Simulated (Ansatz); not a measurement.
Fluorite PtAl2, treated with r²SCAN (Ansatz, a program for electronic structure, plane waves, PAW).

Settings: plane-wave cutoff 600 eV, 20×20×20 k mesh, Fermi–Dirac smearing 0.096 eV (set by the program), scalar-relativistic PAW data made under PBE.

Computed at the level's own relaxed cell.

Elastic tensor (GPa, Voigt notation, ions relaxed):

```
  191.0   117.0   117.0     0.0     0.0     0.0
  117.0   191.0   117.0     0.0     0.0     0.0
  117.0   117.0   191.0     0.0     0.0     0.0
    0.0     0.0     0.0    50.2     0.0     0.0
    0.0     0.0     0.0     0.0    50.2     0.0
    0.0     0.0     0.0     0.0     0.0    50.2
```

Problem. Work out the Voigt, Reuss and Hill averages of the bulk and shear moduli, Young's modulus and Poisson's ratio from the printed constants.

Solution. K_V = [C11 + C22 + C33 + 2(C12 + C13 + C23)]/9 = [573.0 + 2 × 351.0]/9 = 141.7 GPa. G_V = [573.0 − 351.0 + 3 × 150.6]/15 = 44.9 GPa. From the compliances S = C⁻¹, K_R = 141.7 and G_R = 43.9 GPa. Hill means: K = 141.7, G = 44.4 GPa. E = 9KG/(3K + G) = 121 GPa, ν = (3K − 2G)/(6K + 2G) = 0.36, K/G = 3.19.

Spin–orbit coupling is not included.

The computed numbers hold no vibrational or temperature effects.
